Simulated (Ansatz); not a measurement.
Effective masses and thermopower of SiC under load (space group P6_3mc)

Input:

```xyz
4
Lattice="3.0670 0.0000 0.0000 -1.5335 2.6561 0.0000 0.0000 0.0000 5.0327" Properties=species:S:1:pos:R:3 pbc="T T T"
Si     0.0000     1.7707     2.5143
Si     1.5335     0.8854     5.0306
C      0.0000     1.7707     4.4056
C      1.5335     0.8854     1.8893
```

Level of theory: PBEsol with spin-orbit coupling, rigid bands (plane waves, PAW; Ansatz, a first-principles code). Condition of this run: hydrostatic pressure 2 GPa (the target of the relaxation). Cell: cell and atoms relaxed with PBEsol, then loaded as said.

- band gap = 2.10 eV
- electron conductivity mass (300 K, dilute) = 0.43 (x), 0.43 (y), 0.26 (z) mₑ
- hole conductivity mass (300 K, dilute) = 1.21 (x), 1.21 (y), 1.50 (z) mₑ
- effective density of states N_c (300 K) = 1.1e19 cm⁻³
- effective density of states N_v (300 K) = 6.7e19 cm⁻³
- density-of-states mass, electrons = 0.57 mₑ
- density-of-states mass, holes = 1.93 mₑ
- Seebeck coefficient, n-type 1e19 cm⁻³, 300 K = -230 μV/K
- best n-type power factor at 300 K for τ = 10 fs (best axis; densities from 1e16 to 1e21 cm⁻³ tried, whether or not they can be reached) = 7.0 μW/(cm·K²) at 3e19 cm⁻³
- Seebeck coefficient, p-type 1e19 cm⁻³, 300 K = 393 μV/K

Rigid bands; masses and Seebeck coefficients take one relaxation time τ for all states and one kind of carrier; polarons and phonon drag are left out.
